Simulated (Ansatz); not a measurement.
The reference is LiBr in the rock salt structure (space group Fm-3m, No. 225).

```yaml
crystal:
  lattice:
    - [0.00000, 2.70567, 2.70567]
    - [2.70567, 0.00000, 2.70567]
    - [2.70567, 2.70567, 0.00000]
  atoms:
    - { symbol: Br, position: [0.00000, 0.00000, 0.00000] }
    - { symbol: Li, position: [0.50000, 0.50000, 0.50000] }
```

Cartesian axes are those of the cell as printed.

The values are results of PBEsol (Ansatz, a quantum-chemistry and plane-wave program, PAW, no spin-orbit coupling), not measurements.

For the base:

```
Property    Value
--------  -------
Band gap  4.98 eV
```

Now apply this change: a free-standing slab of 7 layers (14 atoms, 2 a layer) is cut normal to the z axis, with 15 Å of vacuum and the in-plane cell held at bulk.

### Question
Predict the new gap character.

### Answer
The gap character amounts to indirect, Γ–X (43 % along) → Γ.

### Question
Predict the new excess energy per area of both faces.

### Answer
The excess energy per area of both faces (slab less bulk energy over the cell's area: twice a surface energy) amounts to 0.30 J/m².

### Question
What happens to the band gap?

### Answer
The band gap shrinks by 0.06 eV to 4.92 eV.

The excess energy carries the mismatch between the slab's and the bulk's meshes. Stability against distortions was not tested. Labels are those of the standard path for the cell's own space group.
